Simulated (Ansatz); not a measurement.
An Ansatz (a program for electronic structure) run: Al2Au with a change (isotropic strain −3.00 %); PBEsol (Ansatz, PAW, no spin-orbit coupling).

Input:

Ansatz 0.2 input:
```yaml
crystal:
  lattice:
    - [0, 2.9115363404, 2.9115363404]
    - [2.9115363404, 0, 2.9115363404]
    - [2.9115363404, 2.9115363404, 0]
  atoms:
    - { symbol: Al, position: [0.25, 0.25, 0.25] }
    - { symbol: Al, position: [0.75, 0.75, 0.75] }
    - { symbol: Au, position: [0, 0, 0] }
basis: { ecutwfc: 420, ecutrho_ratio: 4, xc_grid: 2, fft_grid_basis: typed }
kpoints: { mp_grid: { grid: [17, 17, 17] } }
hamiltonian:
  xc: pbesol
  dispersion: none
  pseudopotentials: { kind: paw }
scf: { occupations: { method: fermi_dirac, width: 0.1 }, convergence: { dr2_threshold: 0.0000000003 } }
relax: { f_tol: 0.005, max_steps: 50 }
output: { forces: true, stress: true }
checkpoint: { write: state.ck, write_every: 1000 }
```

Output (explanatory and most iteration lines left out):

```
Relaxation: its limit of steps is 50 (relax.max_steps)
Pseudopotential: Al, paw, valence charge 3
Pseudopotential: Au, paw, valence charge 19
Crystal: 3 atoms, lattice volume = 49.362 Å³
Basis set: ecut = 420 eV, 941 PW (Γ), exchange–correlation on 60×60×60 points (8 copies of the dense FFT grid, shifted against one another)
Bands: 17, of which v1, the nominal top of the filled ones, is band 13 counted from 1 (12 counted from 0)
Symmetry: 48 space group operations
Space group: Fm-3m (ITA 225), of the structure as read, at distance tolerance 3.7e-5 Å
k-points: 165 of 4913
Functional: x = pbesol(κ = 0.804, μ = 0.12345679012345678), c = pbesol(β = 0.046)
SCF iter   1: F=—  HF=-14057.387524 eV  |F-HF|=—  |Δ(HF+E_count)|=         —  Δρ=2.41e-3  dr2=2.62e-3  ethr=1.77e-3  ⟨swp⟩=5.3  Hψ=14360  notcnv=0
SCF iter   2: F=—  HF=-14057.387412 eV  |F-HF|=—  |Δ(HF+E_count)|=   1.12e-4  Δρ=1.37e-3  dr2=8.79e-4  ethr=1.05e-5  ⟨swp⟩=1.9  Hψ=4728  notcnv=0
SCF 1 converged in 8 iterations: F = -14057.387395 eV  dr2 = 3.45e-11
relax step   1: F+E_penalty+E_count = -14057.38739547 eV  Δ(F+E_penalty+E_count) = +0.000e0 eV  max|allowed force component| = 2.352e-17 eV/Å  Δτ_max = 0.0000 Å  (8 SCF iters, accepted)
SCF converged after 8 iterations
Free energy (F): -14057.387395 eV
Internal energy: -14057.360162 eV  (E = F + TS)
E sigma→0 (E₀):  -14057.373779 eV
Entropy (-TS):   -0.027234 eV (-9.078 meV/atom)
Fermi energy:    12.570807 eV
--- Forces (eV/Å), atoms counted from 1 ---
  atom   1  Al     0.00000000    -0.00000000    -0.00000000
  atom   2  Al     0.00000000     0.00000000    -0.00000000
  atom   3  Au    -0.00000000    -0.00000000     0.00000000
--- Stress (GPa, compression-positive) ---
       13.020615       0.000000       0.000000
        0.000000      13.020615      -0.000000
        0.000000       0.000000      13.020615
  P = ⅓ Tr σ = 13.0206 GPa (130.206 kbar)
--- Relaxed structure (1 steps of the walk, 1 accepted, 0 SCFs on fresh bases) ---
  atoms:
    - { symbol: Al, position: [0.25, 0.25, 0.25] }
    - { symbol: Al, position: [0.75, 0.75, 0.75] }
    - { symbol: Au, position: [0.0, 0.0, 0.0] }
```

No phonon test of stability was made. The cell was made from Al2Au (space group Fm-3m, No. 225) by this change: isotropic strain −3.00 %.
